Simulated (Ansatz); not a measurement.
The starting structures come from a database of crystals and need not be the phases stable at ambient conditions.

 Where the default PAW files enter, the runs use the earlier of Ansatz's two default sets.

Evanescent states of RbH (Fm-3m, rock salt, not sure to be the ambient phase, 2 atoms a cell, 26.2 Å³ an atom) along the normal of (110)

Method: PBEsol (plane waves, PAW; Ansatz, a first-principles code).

No gap correction and no spin-orbit coupling; mid-gap values are interpolated between computed energies.

Energies count from the valence-band top; κ is the least over a 8×6 mesh across the current.

```
E (eV)  κ (1/Å)  where
------  -------  -----
0.07      0.098  off Γ
0.21      0.162  off Γ
0.35      0.200  off Γ
0.49      0.226  off Γ
0.63          ?  off Γ
0.77          ?  off Γ
0.91          ?  off Γ
1.05          ?  off Γ
1.19          ?  off Γ
1.33          ?  off Γ
1.47          ?  off Γ
1.61          ?  off Γ
1.75          ?  off Γ
1.89          ?  off Γ
2.03          ?  off Γ
2.17      0.208  off Γ
2.31      0.183  off Γ
2.45      0.149  off Γ
2.59      0.101  off Γ
```

**Question.** Complete the blanks.

**Answer.** 
- 0.63, κ (1/Å): 0.245
- 0.77, κ (1/Å): 0.259
- 0.91, κ (1/Å): 0.268
- 1.05, κ (1/Å): 0.273
- 1.19, κ (1/Å): 0.275
- 1.33, κ (1/Å): 0.275
- 1.47, κ (1/Å): 0.271
- 1.61, κ (1/Å): 0.265
- 1.75, κ (1/Å): 0.256
- 1.89, κ (1/Å): 0.243
- 2.03, κ (1/Å): 0.228
